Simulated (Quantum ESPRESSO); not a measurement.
Input and output of a self-consistent single point for As (R-3m, 2 atoms in the cell) (Quantum ESPRESSO).

Method of the run: PBE, GBRV 1.5 ultrasoft (PBE) pseudopotentials (plane waves; Quantum ESPRESSO).

```yaml
crystal:
  lattice:
    - [1.88940, -1.09085, 3.53425]
    - [0.00000, 2.18169, 3.53425]
    - [-1.88940, -1.09085, 3.53425]
  atoms:
    - { symbol: As, position: [0.23172, 0.23172, 0.23172] }
    - { symbol: As, position: [0.77300, 0.77300, 0.77300] }
```

Reference input (self-consistent single point, DFT, PBE, plane waves, GBRV 1.5 ultrasoft (PBE) pseudopotentials): ecutwfc = 40 Ry; ecutrho = 200 Ry; occupations = smearing; smearing = fd; degauss = 0.0073499 Ry; potentials = {As: as_pbe_v1.uspp.F.UPF}; K_POINTS = automatic 9 9 9 0 0 0; conv_thr = 1e-10 Ry; mixing_beta = 0.7. This run's input differs from it in these lines:

```diff
@@ -18,3 +18,3 @@
     smearing = 'fd'
-    degauss = 0.0073499
+    degauss = 0.02205
 /
@@ -30,3 +30,3 @@
 K_POINTS {automatic}
-9 9 9  0 0 0
+7 7 7  0 0 0
```

The program printed (abridged):

```
     Self-consistent Calculation

     iteration #  1     ecut=    40.00 Ry     beta= 0.70

     Threshold (ethr) on eigenvalues was too large:
     Diagonalizing with lowered threshold

     total energy              =     -80.54845017 Ry
     estimated scf accuracy    <       0.00938868 Ry

     iteration #  2     ecut=    40.00 Ry     beta= 0.70

     total energy              =     -80.54865205 Ry
     estimated scf accuracy    <       0.00075594 Ry

     iteration #  3     ecut=    40.00 Ry     beta= 0.70

     total energy              =     -80.54872212 Ry
     estimated scf accuracy    <       0.00000151 Ry

   [... 4 blocks of this kind left out ...]

     iteration #  8     ecut=    40.00 Ry     beta= 0.70

     total energy              =     -80.54875391 Ry
     estimated scf accuracy    <          1.0E-10 Ry

     iteration #  9     ecut=    40.00 Ry     beta= 0.70
     End of self-consistent calculation

     the Fermi energy is     7.3520 ev

!    total energy              =     -80.54875391 Ry
     estimated scf accuracy    <          2.4E-12 Ry
     smearing contrib. (-TS)   =      -0.01020099 Ry
     internal energy E=F+TS    =     -80.53855291 Ry

     convergence has been achieved in   9 iterations

     Forces acting on atoms (cartesian axes, Ry/au):

     atom    1 type  1   force =     0.00000000   -0.00000000   -0.00484813
     atom    2 type  1   force =    -0.00000000    0.00000000    0.00484813

     Total force =     0.006856     Total SCF correction =     0.000000

          total   stress  (Ry/bohr**3)                   (kbar)     P=       11.96
   0.00010476   0.00000000   0.00000000           15.41        0.00        0.00
   0.00000000   0.00010476   0.00000000            0.00       15.41        0.00
   0.00000000   0.00000000   0.00003446            0.00        0.00        5.07

   JOB DONE.
```

The run converged in 9 iterations. Against the reference run the free energy falls by 30.5 meV/atom, the pressure hardly changes (1.25 to 1.20 GPa) and the largest force goes from 0.212 to 0.125 eV/Å.

The starting cell has typed, rounded lattice constants, without a prior relaxation at this level. Its lattice was rescaled by up to half a per cent. One atom was moved a little off its site on purpose.
